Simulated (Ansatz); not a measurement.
# CdAg4Ge2S7 (Cc, No. 9; cell taken from a computed entry)

Level of theory: r²SCAN in Ansatz (plane waves, PAW).

Run with plane-wave cutoff 560 eV, 6×6×4 k mesh (along the axes of the cell as run), Fermi–Dirac smearing 0.01 eV, no spin polarisation, scalar-relativistic PAW data made under PBE.

Cell (relaxed with PBEsol):

Ag4CdGe2S7 has the monoclinic space group Cc (No. 9), Pearson symbol mS56. Conventional cell: a = 17.4669 Å, b = 6.7789 Å, c = 10.3759 Å, α = 90.00°, β = 93.02°, γ = 90.00°. Cd on 4a has 4 S at 2.513–2.549 Å (tetrahedral). Ag1 on 4a is surrounded by 4 S at 2.461–2.558 Å (tetrahedral). Ag2 on 4a has 4 S at 2.492–2.514 Å (tetrahedral). Ag3 on 4a is coordinated by 4 S at 2.445–2.543 Å (tetrahedral). Ag4 on 4a is surrounded by 4 S at 2.484–2.588 Å (tetrahedral). Ge1 on 4a is surrounded by 4 S at 2.231–2.299 Å (tetrahedral). Ge2 on 4a sees 3 S at 2.196–2.248 Å and 1 S at 2.365 Å (tetrahedral). S1 on 4a sees 2 Ge at 2.299–2.365 Å and 2 Ag at 2.514–2.538 Å (tetrahedral). 6 further independent sites are not listed. (Neighbours: up to the widest gap in distance over summed covalent radii, below 1.35, at either atom; cation-cation and far metal-metal contacts left out.)
(The calculation used a cell of 28 atoms; values per cell refer to that cell.)

For CdAg4Ge2S7 (Cc, No. 9; cell taken from a computed entry), the band gap comes out as 1.10 eV and the smallest direct gap on the k points sampled comes out as 1.13 eV.

Note: cell and atoms aren't relaxed at this level (largest force component 0.41 eV/Å, pressure 1.9 GPa); this cell isn't known to be the ambient phase, and symmetry holds it in the calculation.

Spin–orbit coupling is not included.

Computed values are for the static lattice.

Computing time: around 14 core-minutes (rough).

Ansatz is a first-principles code.
